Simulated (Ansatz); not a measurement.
## Smallest direct gap on the k points sampled of GaN (model structure, started from the BeO type, P4₂/mnm, No. 136, 8 atoms in the cell) at several levels of theory

No measured value is used here.

```tsv
level (code)	value (eV)	cell (Å³/atom)
LDA (Ansatz)	1.94	11.91
PBEsol+SOC (Ansatz)	1.88	11.91
r²SCAN+SOC (Ansatz)	2.33	11.91
r²SCAN+rVV10 (Ansatz)	2.34	11.82
HSE06 (Ansatz)	3.19	11.91
```

Computed values are for a static lattice. Spin–orbit coupling is included only where a level's name says +SOC; with heavier elements it mostly lowers gaps and can invert bands.  Values are at the PBEsol cell; r²SCAN+rVV10 at the level's own relaxed cell. Cutoffs and k meshes differ between the levels. Ansatz's density-functional and Hartree–Fock values are scalar-relativistic unless marked +SOC, with PAW data made under PBE.

A model structure was made by putting elements into a prototype or built by hand; it is no filed structure, need not be a known phase, and can be a saddle point held by its symmetry.

Ansatz is an electronic-structure program.
